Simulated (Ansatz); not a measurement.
Defect migration in bcc W: Ru-vacancy pair (Ru on one host W site, one W site vacant), neutral cell. All values below come from PBE, PAW (plane waves to 420 eV; Ansatz, a quantum-chemistry and plane-wave program).

Settings: 36 host sites, the relaxed PBE lattice, a 2×2×3 k-point mesh shifted by half a step, smearing 0.10 eV, spin-restricted, no image-charge correction. Static, classical nuclei. Spin-orbit coupling is left out. Forms of the defect that were not tried may lie lower.

Barriers: single points on a 3×3×5 k-point mesh shifted by half a step at the bands' geometries (they differ from the bands' own by up to 0.18 eV, and are uncertain by about as much).

The step: Ru and the vacancy change places (Ru-vacancy distance between ideal sites 2.76 Å throughout). Atoms about the jump, Cartesian Å from the middle of the jump, before and after:

| atom | x0 | y0 | z0 | x1 | y1 | z1 |
|---|---|---|---|---|---|---|
| Ru1 | -0.80 | -0.80 | -0.79 | 0.80 | 0.80 | 0.79 |
| W2 | -2.37 | 0.79 | 0.80 | -2.36 | 0.78 | 0.77 |
| W3 | -0.78 | 2.36 | -0.77 | -0.79 | 2.37 | -0.80 |
| W4 | 2.36 | -0.78 | -0.77 | 2.37 | -0.79 | -0.80 |
| W5 | 0.79 | -2.37 | 0.80 | 0.78 | -2.36 | 0.77 |
| W6 | -0.79 | -0.79 | 2.36 | -0.80 | -0.80 | 2.39 |
| W7 | 0.80 | 0.80 | -2.39 | 0.79 | 0.79 | -2.36 |

Q: Predict the transition state.

A: 
| atom | x | y | z |
|---|---|---|---|
| Ru1 | 0.00 | 0.00 | -0.01 |
| W2 | -2.42 | 0.81 | 0.79 |
| W3 | -0.81 | 2.42 | -0.81 |
| W4 | 2.42 | -0.81 | -0.81 |
| W5 | 0.80 | -2.42 | 0.79 |
| W6 | -0.80 | -0.80 | 2.43 |
| W7 | 0.80 | 0.80 | -2.45 |
It lies 1.28 eV above the start and 1.28 eV above the end. The saddle point's order was not checked, and it lies on a symmetry element of the cell, where a band can be held.
